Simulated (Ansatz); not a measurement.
**Effect of pressure 0.7 GPa on TaN**

Take TaN in the rock salt structure (space group Fm-3m, No. 225; a = 4.396 Å) as the base.

It is then changed as follows: a hydrostatic pressure of 0.7 GPa.

The values are results of Ansatz (a quantum-chemistry and plane-wave program), r2SCAN, PAW, cutoff 500 eV, no SOC, not measurements. Settings: 18×18×18 k-points, 0.05 eV Fermi–Dirac smearing.

```json
[
 {"quantity": "density", "base": "15.24 g/cm³", "changed": "15.27 g/cm³", "shift": "+0.03 g/cm³"},
 {"quantity": "lattice parameter a", "base": "4.396 Å", "changed": "4.393 Å", "shift": "-0.003 Å"},
 {"quantity": "shortest interatomic distance", "base": "2.198 Å", "changed": "2.197 Å", "shift": "-0.001 Å"},
 {"quantity": "enthalpy H = E + PV relative to the base's energy", "base": "–", "changed": "+0.05 eV/atom", "shift": "–"},
 {"quantity": "band gap", "base": "zero", "changed": "zero", "shift": "–"}
]
```

Cost of the whole job for the changed cell (relaxation, final SCF and bands): very roughly 30 core-seconds.

Load acts through the strain it causes; cell and atoms are relaxed under it. Stability against distortions was not tested. The final runs are not spin-polarised. This is not the structure that TaN has at room temperature and ambient pressure.
